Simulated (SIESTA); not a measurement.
Band structure of Y₂Al₃Si₂ (C2/m, 7 atoms in the cell).

```
CELL_PARAMETERS angstrom
      5.06316    -2.01418     0.00000
      5.06316     2.01418     0.00000
     -1.27393     0.00000     6.46305
ATOMIC_POSITIONS crystal
  Y  0.37987 0.37987 0.67786
  Y  0.62013 0.62013 0.32214
  Al 0.69441 0.69441 0.86815
  Al 0.30559 0.30559 0.13185
  Al 0.00000 0.00000 0.00000
  Si 0.90813 0.90813 0.35849
  Si 0.09187 0.09187 0.64151
```

Level of theory: LDA PW92, numerical atomic orbitals DZP, PseudoDojo LDA standard norm-conserving potentials (rewritten from UPF to PSML) (SIESTA).

Settings: XC.functional = LDA; XC.authors = PW92; potentials = PseudoDojo LDA standard; PAO.BasisSize = DZP; PAO.EnergyShift = 0.01 Ry; MeshCutoff = 400 Ry; kgrid.MonkhorstPack = 6 6 4; OccupationFunction = MP; OccupationMPOrder = 0; ElectronicTemperature = 0.05 eV; MaxSCFIterations = 150; SCF.Mixer.Method = Pulay; SCF.Mixer.Weight = 0.1; SCF.Mixer.History = 6.

The starting cell comes from a database of computed structures (which also holds hypothetical and non-ambient phases and stackings), without a prior relaxation at this level. Its lattice was rescaled by a random factor within 2.5 % of one. Values carry the incompleteness of an atom-centred basis.

Levels in eV from the Fermi level, bands 16 to 21:
```csv
point,16,17,18,19,20,21
Γ,-1.91,-1.73,-1.39,0.16,0.21,0.32
Y,-1.47,-0.66,-0.51,-0.37,0.08,0.87
F,-2.25,-1.73,-0.71,-0.25,0.51,0.87
L,-1.85,-1.74,-1.08,-0.76,0.14,1.25
I,-2.49,-1.72,-1.64,-1.13,-0.92,0.42
I1,-2.49,-1.72,-1.64,-1.13,-0.92,0.42
Z,-1.85,-1.65,-1.41,-0.32,1.03,1.12
F1,-2.25,-1.73,-0.71,-0.25,0.51,0.87
X1,-2.80,-1.92,-1.11,-0.07,0.76,1.40
X,-2.80,-1.92,-1.11,-0.07,0.76,1.40
N,-3.12,-2.17,-1.84,-1.49,-0.21,0.90
M,-2.65,-2.29,-1.38,-1.00,-0.50,1.49
```

Bands cross the Fermi level along this path, so the cell is metallic at this level.

Higher empty bands are left out: an atom-centred basis made for the valence describes them poorly.
